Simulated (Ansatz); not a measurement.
The reference is CdSe in the zinc blende structure (space group F-43m, No. 216; a = 6.1333 Å).

Calculations: r2SCAN (Ansatz, a program for electronic structure, PAW, no spin-orbit coupling).

For the base:

The band gap is 1.04 eV, the lattice parameter a is 6.133 Å and the hole mass is 0.098, 0.70, 0.70 mₑ (at Γ).

Now apply this change: every Se is replaced by Te; the structure is relaxed again.

Tabulated Pauling electronegativity and covalent radius: Se 2.55, 1.20 Å; Te 2.10, 1.38 Å.

What happens to the band gap?

The band gap increases by 0.13 eV to 1.17 eV.

Estimate the effect on the lattice parameter a.

The lattice parameter a goes up by 0.424 Å, from 6.133 Å to 6.557 Å.

What happens to the hole mass?

The hole mass (degenerate bands, along [100]) goes from 0.098, 0.70, 0.70 mₑ (at Γ) to 0.092, 0.55, 0.55 mₑ (at Γ).

With Te present, leaving out spin-orbit coupling can change the band edges. Effective masses come from finite differences of ±0.01 Å⁻¹. Whether these cells are dynamically stable was not tested.
